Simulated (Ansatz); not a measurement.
TiAs (model structure, started from the WC type, P-6m2, No. 187, 2 atoms in the cell), treated with r²SCAN (PAW; Ansatz, an electronic-structure program).

Numerical settings: plane-wave cutoff 560 eV, 18×18×16 k mesh (along the axes of the cell as run), Fermi–Dirac smearing 0.05 eV, no spin polarisation, scalar-relativistic PAW data made under PBE.

Cell (relaxed at this level):

```
TiAs
1.0
    3.48062     0.00000     0.00000
   -1.74031     3.01431     0.00000
    0.00000     0.00000     3.33304
Ti As
1 1
Direct
  0.00000   0.00000   0.00000
  0.66667   0.33333   0.50000
```

**Question.** Give the computed bulk modulus.

**Answer.** 
- bulk modulus = 115 GPa

Note: the run has no spin polarisation, so it can have missed a magnetic state; the bulk modulus is −V dP/dV from two relaxed cells at ±2 % in volume; the relaxation could raise the start's symmetry but not lower it, so the cell can be a saddle point.

Static lattice: no zero-point or thermal effects.

It cost very roughly 4 core-minutes of CPU time.

A model structure was made by putting elements into a prototype or built by hand; it is no filed structure, need not be a known phase, and can be a saddle point held by its symmetry.
